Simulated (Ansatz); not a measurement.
**Response to strain in Cu**

The reference is Cu in the fcc (Cu type) structure (space group Fm-3m, No. 225; relaxed with 0.1 eV smearing).

```
Cu
1.0
    0.00000     1.78189     1.78189
    1.78189     0.00000     1.78189
    1.78189     1.78189     0.00000
Cu
1
Cartesian
  0.00000   0.00000   0.00000
```

Cartesian axes are those of the cell as printed.

Strains are applied to the cell and any free atomic positions relax; under biaxial strain the out-of-plane vector relaxes too.

Method: PBEsol in Ansatz (plane waves to 420 eV, PAW, without spin-orbit coupling).

Candidates:
(a) biaxial strain −2.00 %, plane normal [001], relaxed out of plane
(b) biaxial strain +2.50 %, plane normal [001], relaxed out of plane
(c) biaxial strain −3.00 %, plane normal [001], relaxed out of plane
(d) biaxial strain +3.00 %, plane normal [001], relaxed out of plane
(e) biaxial strain +1.50 %, plane normal [001], relaxed out of plane

**Question.** Order them by out-of-plane strain, highest first.

**Answer.** (c) biaxial strain −3.00 %, plane normal [001], relaxed out of plane (+4.03 %), (a) biaxial strain −2.00 %, plane normal [001], relaxed out of plane (+2.71 %), (e) biaxial strain +1.50 %, plane normal [001], relaxed out of plane (-2.16 %), (b) biaxial strain +2.50 %, plane normal [001], relaxed out of plane (-3.67 %), (d) biaxial strain +3.00 %, plane normal [001], relaxed out of plane (-4.44 %)

No phonon test of stability was made. All final runs are without spin polarisation.

Ansatz is a quantum-chemistry and plane-wave program.
